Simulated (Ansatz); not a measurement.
## A computed series for TiC: response to strain

Take TiC in the rock salt structure (space group Fm-3m, No. 225; a = 4.328 Å; relaxed with 0.1 eV smearing) as the base. Axes: x, y, z lie along the cube axes.

Strains are applied to the cell and any free atomic positions relax.

All numbers come from Ansatz (an electronic-structure program), r2SCAN, PAW, cutoff 500 eV, no spin-orbit coupling.

Notes on the quantities. energy relative to the base: free energy F; pressure: mean of the normal stresses, compression positive.

```csv
case,energy relative to the base,pressure
base,0 meV/atom,0.0 GPa
tensor shear ε_xy = +0.57 %,+0.8 meV/atom,0.0 GPa
tensor shear ε_xy = +1.43 %,+4.9 meV/atom,0.1 GPa
tensor shear ε_xy = +0.86 %,+1.8 meV/atom,0.0 GPa
tensor shear ε_xy = +0.29 %,+0.2 meV/atom,0.0 GPa
tensor shear ε_xy = +2.00 %,+9.5 meV/atom,0.1 GPa
tensor shear ε_xy = +1.14 %,+3.1 meV/atom,0.0 GPa
tensor shear ε_xy = +1.71 %,+7.0 meV/atom,0.1 GPa
```

No phonon test of stability was made. The final runs are not spin-polarised.
